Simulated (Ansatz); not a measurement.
## Thermal expansion of zinc blende BAs

Method: quasi-harmonic lattice dynamics, LDA density-functional theory in Ansatz (plane waves, PAW); phonon mesh 6×6×6, k mesh 12×12×12. Dynamical quadrupoles are not included in the interpolation of the phonons between the solved wave vectors. The pressure is 15 GPa. The structure is held there; whether it is the stable one at that pressure was not tested.

| T (K) | α_L (10⁻⁶/K) | C_P (J/mol/K) | bulk modulus B_T (GPa) | γ |
|---|---|---|---|---|
| 50 | 0.1 | 3.1 | 202 | 0.25 |
| 100 | 0.5 | 12.0 | 202 | 0.37 |
| 150 | 1.0 | 18.4 | 202 | 0.46 |
| 200 | 1.5 | 23.6 | 202 | 0.55 |
| 250 | 2.0 | 28.2 | 201 | 0.63 |
| 300 | 2.5 | 32.1 | 201 | 0.68 |
| 350 | 2.9 | 35.3 | 200 | 0.72 |
| 400 | 3.2 | 37.9 | 200 | 0.75 |
| 450 | 3.5 | 39.9 | 199 | 0.77 |
| 500 | 3.7 | 41.5 | 199 | 0.78 |
| 550 | 3.8 | 42.8 | 198 | 0.79 |
| 600 | 4.0 | 43.9 | 198 | 0.80 |
| 650 | 4.1 | 44.7 | 197 | 0.81 |
| 700 | 4.2 | 45.4 | 197 | 0.82 |
| 750 | 4.3 | 46.0 | 196 | 0.82 |
| 800 | 4.4 | 46.6 | 196 | 0.82 |
| 850 | 4.4 | 47.0 | 195 | 0.83 |
| 900 | 4.5 | 47.4 | 195 | 0.83 |
| 950 | 4.5 | 47.7 | 194 | 0.83 |
| 1000 | 4.6 | 48.0 | 194 | 0.84 |

```
Quantity                                         Result
---------------------------------------  --------------
conventional lattice constants at 300 K     a = 4.610 Å
entropy at 300 K                         29.3 J/(mol K)
adiabatic bulk modulus at 300 K                 201 GPa
bulk modulus without vibrations                 205 GPa
zero-point volume expansion                      0.62 %
```

Whether this phase is the stable one at each condition was not tested.

The PAW data sets were generated under PBE and serve the other functionals too.

Ansatz is an electronic-structure program.
